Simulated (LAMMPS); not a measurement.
LAMMPS 22 Jul 2025, classical MD, Stillinger-Weber (Si.sw): Si, 512000 atoms.

- task: MD, nve
- potential: Stillinger-Weber, Si.sw
- copies of the repeat unit: 40×40×40
- shape (slab and sphere leave vacuum in the box): bulk
- temperature: 800 K
- steps: 400
- timestep: 1 fs
- neighbor skin: 2 Å
- neigh_modify: every 1 delay 0 check yes
- thermo: 100
- newton: on (default)
- atom_modify sort (bins of 2 Å where set): 1000 (default)
- comm_style: brick (default)
- box: 217.2 × 217.2 × 217.2 Å
- start: generated diamond lattice, warmed in an untimed run
- compared values: energy and forces of the first step, drift over the run

Machine: one whole node, Arm Neoverse V2, 96 cores on 1 socket, no SMT, 1 L3 cache group.

Each time is the median wall time of two to five repeats, run one at a time on the otherwise empty machine; start-up is included. Unless noted, each process is bound to its own block of adjacent cores. The build: PyPI wheel: MPICH, OPENMP and OPT packages; another build can shift the numbers. Scratch files lie in a memory file system. A preparatory run goes ahead and isn't timed.

```csv
cores,layout,wall time,speed-up over 8,efficiency,core-seconds
8,8 ranks,33 s,1.0×,100 %,260
16,16 ranks,17 s,2.0×,99 %,270
32,32 ranks,9.1 s,3.6×,91 %,290
48,48 ranks,5.8 s,5.7×,95 %,280
64,64 ranks,4.5 s,7.4×,92 %,290
88,88 ranks,3.5 s,9.5×,86 %,310
```

Efficiency, counted from 8 cores, stays above one half up to 88 cores, the most tried. The shortest time, 3.5 s, comes at 88 cores. The share that grows most is that of set-up, start and exit outside the loop: from 0.99 % of the time on 8 cores to 9.8 % on 88. The largest part on 88 cores, pair forces (Pair), takes 32 s on 8 and 2.8 s there.
